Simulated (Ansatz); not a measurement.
We consider Zr (model structure, P6/mmm, No. 191, 3 atoms in the cell), described by PBEsol (plane waves, PAW; Ansatz, a quantum-chemistry and plane-wave program).

Run with plane-wave cutoff 520 eV, 12×12×18 k mesh (along the axes of the cell as run), Fermi–Dirac smearing 0.05 eV, scalar-relativistic PAW data made under PBE.

Cell (relaxed at this level):

```cif
data_Zr3
_chemical_formula_sum 'Zr3'
_space_group_name_H-M_alt 'P6/mmm'
_space_group_IT_number 191
_space_group_name_Hall '-P 6 2'
_cell_length_a 4.97175
_cell_length_b 4.97175
_cell_length_c 3.11138
_cell_angle_alpha 90.000
_cell_angle_beta 90.000
_cell_angle_gamma 120.000
loop_
_atom_site_label
_atom_site_type_symbol
_atom_site_symmetry_multiplicity
_atom_site_Wyckoff_symbol
_atom_site_fract_x
_atom_site_fract_y
_atom_site_fract_z
_atom_site_occupancy
Zr1 Zr 1 a 0.00000 0.00000 0.00000 1
Zr2 Zr 2 d 0.33333 0.66667 0.50000 1
```

What does this level give for the bulk modulus?


- bulk modulus: 102 GPa

The run finds no gap.

Note: the bulk modulus is −V dP/dV from two relaxed cells at ±2 % in volume; the relaxation could raise the start's symmetry but not lower it, so the cell can be a saddle point.

The computed numbers hold no vibrational or temperature effects.

A model structure was made by putting elements into a prototype or built by hand; it is no filed structure, need not be a known phase, and can be a saddle point held by its symmetry.
